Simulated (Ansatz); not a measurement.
Ansatz (a quantum-chemistry and plane-wave program) is run on TaSb (Pnma, 8 atoms in the cell), and the run fails. The aim is a self-consistent single point with DFT, PBE, plane waves, default PAW files.

Cell that was meant: a = 9.3764 Å, b = 5.0271 Å, c = 6.9157 Å, α = 90.00°, β = 90.00°, γ = 90.00°.

Part of the input:

```yaml
    - [0.000000, 5.027091, 0.000000]
    - [0.000000, 0.000000, 6.915656]
  atoms:
    - { symbol: ta, position_ang: [1.687754, 1.256773, 0.864457] }
    - { symbol: Ta, position_ang: [3.000451, 3.770318, 4.322285] }
    - { symbol: Ta, position_ang: [7.688656, 3.770318, 6.051199] }
    - { symbol: Ta, position_ang: [6.375959, 1.256773, 2.593371] }
```

Output (repeated stretches shortened):

```
Error: YAML parse error: error: line 7 column 17: `ta` is not an element symbol (H … Og, case-exact)
 --> <input>:7:17
  |
5 |     - [0.000000, 0.000000, 6.915656]
6 |   atoms:
7 |     - { symbol: ta, position_ang: [1.687754, 1.256773, 0.864457] }
  |                 ^ `ta` is not an element symbol (H … Og, case-exact)
8 |     - { symbol: Ta, position_ang: [3.000451, 3.770318, 4.322285] }
9 |     - { symbol: Ta, position_ang: [7.688656, 3.770318, 6.051199] }
  |
```

Task: Read the log: what does the program object to, and what is the fix?

Result: The fault is a mistyped element symbol. The symbol names no element. To fix it, correct the symbol. The program stopped before any SCF iteration.

The sound input it was made from differs as follows (other fixes are possible):
```diff
-    - { symbol: ta, position_ang: [1.687754, 1.256773, 0.864457] }
+    - { symbol: Ta, position_ang: [1.687754, 1.256773, 0.864457] }
```

With that input, the run converged in 7 iterations: free energy E − TS (on the zero of these files) -65644.0947 eV; Fermi level (on the code's own zero) 6.59 eV; pressure -14.20 GPa; largest force (vector length) 1.049 eV/Å (DFT, PBE, plane waves, default PAW files).

On the sound input: the starting cell was generated: these elements placed on a structure prototype, without a prior relaxation; it need not be a known phase or ordering of this composition. Spin polarisation is off. With a pressure of about -14 GPa the cell is away from its equilibrium volume at this level. Forces in this geometry exceed 1 eV/Å. Ansatz's pressure includes its estimate of the finite-basis (Pulay) stress. Without a gap this mesh is coarse (it stands for a supercell whose shortest vector is 19 Å).
